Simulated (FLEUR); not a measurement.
Worked example: self-consistent single point of NaCl (Fm-3m, 2 atoms in the cell) in FLEUR.

Method of the run: PBE, all-electron FLAPW (FLEUR), scalar-relativistic valence in FLEUR.

The change in words: lattice scaled by 0.98. Reference geometry:
```xyz
2
Lattice="0.0000 2.8200 2.8200 2.8200 0.0000 2.8200 2.8200 2.8200 0.0000" Properties=species:S:1:pos:R:3 pbc="T T T"
Na     0.0000     0.0000     0.0000
Cl     2.8200     2.8200     2.8200
```

Reference input (self-consistent single point, DFT, PBE, all-electron FLAPW (FLEUR), scalar-relativistic valence): Kmax = 4 1/bohr; GmaxXC = 12 1/bohr; xcFunctional = pbe; jspins = 1; l_soc = F; mode = hist; fermiSmearingEnergy = 0.00073499 Htr; mesh (inpgen div1-3) = 10 10 10; inpgen gamma flag = true; Gmax = 12 1/bohr; numbands = 0; maxIterBroyd = 99. This run's input differs from it in these lines:

```diff
@@ -3,5 +3,5 @@
 &input film=f /
--0.0000000000 5.3290276714 5.3290276714
-5.3290276714 -0.0000000000 5.3290276714
-5.3290276714 5.3290276714 -0.0000000000
+-0.0000000000 5.2224471180 5.2224471180
+5.2224471180 -0.0000000000 5.2224471180
+5.2224471180 5.2224471180 -0.0000000000
 1.0
@@ -43,5 +43,5 @@
          <bravaisMatrix>
-            <row-1>    0.0000000000000000     5.3290276714000004     5.3290276714000004</row-1>
-            <row-2>    5.3290276714000004     0.0000000000000000     5.3290276714000004</row-2>
-            <row-3>    5.3290276714000004     5.3290276714000004     0.0000000000000000</row-3>
+            <row-1>    0.0000000000000000     5.2224471179999998     5.2224471179999998</row-1>
+            <row-2>    5.2224471179999998     0.0000000000000000     5.2224471179999998</row-2>
+            <row-3>    5.2224471179999998     5.2224471179999998     0.0000000000000000</row-3>
          </bravaisMatrix>
```

Output (repeated stretches shortened):

```
 Iteration:     1   Distance:       4.74702026 me/bohr^3
 Iteration:     2   Distance:       4.24883150 me/bohr^3
 Iteration:     3   Distance:       1.74045496 me/bohr^3
 Iteration:     4   Distance:       0.48054140 me/bohr^3
 Iteration:     5   Distance:       0.38813027 me/bohr^3
   [... 5 lines left out ...]
 Iteration:    11   Distance:       0.00060573 me/bohr^3
 Iteration:    12   Distance:       0.00013751 me/bohr^3
 Iteration:    13   Distance:       0.00001238 me/bohr^3
 Iteration:    14   Distance:       0.00000870 me/bohr^3
 Run finished successfully
 Stop message:
   Structural relaxation: Done

[file out, last iteration]
             iter=     15
[...]
          total density-effective poten   -9.7111996300E+02
          total charge density-energy d   -4.2642315004E+01
 Updated energy parameters for spin:           1
[...]
 fermi energy and band-weighting factors:

[...]
FERMIE:
          first approx. to ef    (T=0)  :  -0.009706 htr   (energy of the highest occ. eigenvalue)
          number of occ. states  (T=0)  :        376
          first approx. to seigv (T=0)  :  -9.423917 htr
          sum of weights of occ. states :   8.000000
          sum of semicore charge        :   0.000000 e
FERHIS:  Fermi-Energy by histogram:
          bandgap                     :   0.202501 htr
   [... lines left out ...]
          charge neutrality (T=0)     :   0.000000    (zero if the highest occ. eigenvalue is "entirely" occupied)
 Direct bandgap for spin            1 :   0.20250088350720799       Htr
 ---->    free energy=                      -624.0682726508 htr
   [... lines left out ...]
      extrapolation for T->0
 ---->    total electron energy=            -624.0682726508 htr
 ***** TOTAL FORCES ON ATOMS *****
 TOTAL FORCE FOR ATOM TYPE=  1  X=  0.000   Y=  0.000   Z=  0.000
                       FX_TOT= 0.000000 FY_TOT= 0.000000 FZ_TOT= 0.000000
 TOTAL FORCE FOR ATOM TYPE=  2  X=  5.222   Y=  5.222   Z=  5.222
                       FX_TOT= 0.000000 FY_TOT= 0.000000 FZ_TOT= 0.000000
 Structural relaxation: Done
```

The run converged in 14 iterations. FLEUR gives forces in its relaxation mode, with a further iteration, so its stop message speaks of a relaxation. Against the reference run the free energy rises by 14.3 meV/atom and the gap on the mesh goes from 5.246 to 5.510 eV.

The starting cell has typed, rounded lattice constants, without a prior relaxation at this level. For this run, on top of that: lattice scaled by 0.98. Values depend on the basis (sphere radii, cutoffs, local orbitals), which need not be converged.

Cost on one core of a shared machine: roughly 70 s.
